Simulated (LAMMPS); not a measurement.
MD of CoAl (CsCl type) at zero pressure over temperature, 4394 atoms; each row names its start.

Computed with classical MD, pair style eam/alloy, file CoAl.eam.alloy (LAMMPS).

```
T (K), start                                 state                    volume                  enthalpy  first peak of g(r), Al-Co  coordination number of Al by Co                        D(Al)                        D(Co)
-------------  -----------------------------------  ------------------------  ------------------------  -------------------------  -------------------------------  ---------------------------  ---------------------------
100, crystal   crystal; no diffusion seen in 30 ps  11.8034 ± 0.0001 Å³/atom  -4.4427 ± 0.0001 eV/atom        2.49 Å, height 19.4         8.00 (counted to 3.42 Å)                            -                            -
300, crystal   crystal; no diffusion seen in 30 ps  11.8665 ± 0.0001 Å³/atom  -4.3906 ± 0.0001 eV/atom        2.48 Å, height 12.0          8.0 (counted to 3.50 Å)                            -                            -
860, crystal   crystal; no diffusion seen in 30 ps  12.0923 ± 0.0001 Å³/atom  -4.2394 ± 0.0001 eV/atom         2.48 Å, height 7.1          8.0 (counted to 3.62 Å)                            -                            -
1140, crystal  crystal; no diffusion seen in 30 ps  12.2326 ± 0.0007 Å³/atom  -4.1610 ± 0.0003 eV/atom         2.48 Å, height 6.1          8.0 (counted to 3.66 Å)                            -                            -
1420, crystal  crystal; no diffusion seen in 30 ps  12.4004 ± 0.0005 Å³/atom  -4.0776 ± 0.0003 eV/atom         2.48 Å, height 5.4         8.00 (counted to 3.66 Å)                            -                            -
1710, crystal  crystal; no diffusion seen in 30 ps  12.6115 ± 0.0005 Å³/atom  -3.9855 ± 0.0002 eV/atom         2.48 Å, height 4.8         8.00 (counted to 3.70 Å)                            -                            -
2280, crystal                               liquid    15.333 ± 0.003 Å³/atom  -3.4906 ± 0.0004 eV/atom         2.43 Å, height 2.6         6.33 (counted to 3.54 Å)  (1.34 ± 0.03) × 10^-4 cm²/s  (1.40 ± 0.01) × 10^-4 cm²/s
1330, melt                                  liquid    13.923 ± 0.002 Å³/atom  -3.8339 ± 0.0005 eV/atom         2.46 Å, height 3.5         6.80 (counted to 3.50 Å)  (2.53 ± 0.05) × 10^-5 cm²/s  (2.64 ± 0.03) × 10^-5 cm²/s
1520, melt                                  liquid    14.214 ± 0.002 Å³/atom  -3.7601 ± 0.0004 eV/atom         2.44 Å, height 3.3         6.67 (counted to 3.50 Å)  (4.39 ± 0.10) × 10^-5 cm²/s  (4.46 ± 0.04) × 10^-5 cm²/s
1710, melt                                  liquid    14.493 ± 0.002 Å³/atom  -3.6901 ± 0.0005 eV/atom         2.43 Å, height 3.1         6.55 (counted to 3.50 Å)    (6.4 ± 0.2) × 10^-5 cm²/s    (6.4 ± 0.1) × 10^-5 cm²/s
1900, melt                                  liquid    14.775 ± 0.004 Å³/atom  -3.6215 ± 0.0005 eV/atom         2.45 Å, height 2.9         6.43 (counted to 3.50 Å)    (8.6 ± 0.2) × 10^-5 cm²/s    (8.7 ± 0.2) × 10^-5 cm²/s
2090, melt                                  liquid    15.056 ± 0.003 Å³/atom  -3.5550 ± 0.0005 eV/atom         2.43 Å, height 2.8         6.44 (counted to 3.54 Å)  (1.18 ± 0.02) × 10^-4 cm²/s  (1.13 ± 0.03) × 10^-4 cm²/s
2380, melt                                  liquid    15.475 ± 0.002 Å³/atom  -3.4578 ± 0.0004 eV/atom         2.44 Å, height 2.6         6.27 (counted to 3.54 Å)  (1.51 ± 0.03) × 10^-4 cm²/s  (1.56 ± 0.03) × 10^-4 cm²/s
2660, melt                                  liquid    15.882 ± 0.003 Å³/atom  -3.3659 ± 0.0005 eV/atom         2.43 Å, height 2.4         6.10 (counted to 3.54 Å)  (2.05 ± 0.07) × 10^-4 cm²/s  (2.08 ± 0.03) × 10^-4 cm²/s
```

Caution (row 1710, crystal): this crystal lies over the melting point of about 1660 K that EAM-type CoAl.eam.alloy gives, so it is superheated.

Caution (rows 1330, melt; 1520, melt): this liquid lies under the melting point of about 1660 K that EAM-type CoAl.eam.alloy gives, so it is undercooled.

From the crystal rows between 100 and 300 K, estimate the mean linear expansion coefficient and the heat capacity. The slope of ln V over three gives 8.9 × 10^-6 /K, and dH/dT = 3.0 kB/atom. Nuclei are classical here, so the heat capacity stays near 3 kB/atom, where a real crystal's falls off below its Debye temperature.

Fit an Arrhenius law to the diffusion of Al in the liquid. ln D against 1/T from 1330 to 2660 K gives an activation energy of 0.47 eV and D0 = 0.0016 cm²/s.

Fit an Arrhenius law to the diffusion of Co in the liquid. ln D against 1/T from 1330 to 2660 K gives an activation energy of 0.47 eV and D0 = 0.0015 cm²/s.

States go by the mean squared displacement: a species diffuses where it passes 1.5 Å², still rises and gives D over 1e-6 cm²/s; a crystal has left its structure where atoms lie 0.35 Å off their sites on average or a cubic box changes its shape by 3 %, or the axial ratios of another lie 8 % off the starting cell's, which the potential's own relaxation can also do.

Errors of D are the spread over four groups of atoms in one short run; a floor of about 5 %, a picked value, is safer.

The ± values are statistical; the model's systematic error is not in them.
